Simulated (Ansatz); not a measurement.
Take Ga₂O₃ (space group C2/m, No. 12; a = 12.2547 Å, b = 3.0389 Å, c = 5.8078 Å, α = 90.00°, β = 103.81°, γ = 90.00°) as the base.

Computed with Ansatz (an electronic-structure program), r2SCAN, PAW, cutoff 500 eV, no SOC, earlier PAW set.

For the base:

| Quantity | Value |
|---|---|
| Smallest direct gap | 3.07 eV |
| Shortest interatomic distance | 1.833 Å |
| Band gap | 3.03 eV |

The change: a hydrostatic pressure of 4.5 GPa.

Task: What happens to the smallest direct gap?

Result: The smallest direct gap increases by 0.198 eV to 3.26 eV.

Task: What does the calculation give for the shortest interatomic distance after the change?

Result: The shortest interatomic distance drops by 0.010 Å (1.833 Å → 1.823 Å).

Task: Predict the new band gap.

Result: The band gap grows by 0.194 eV (3.03 eV → 3.23 eV).

Load acts through the strain it causes; cell and atoms are relaxed under it. Whether these cells are dynamically stable was not tested.
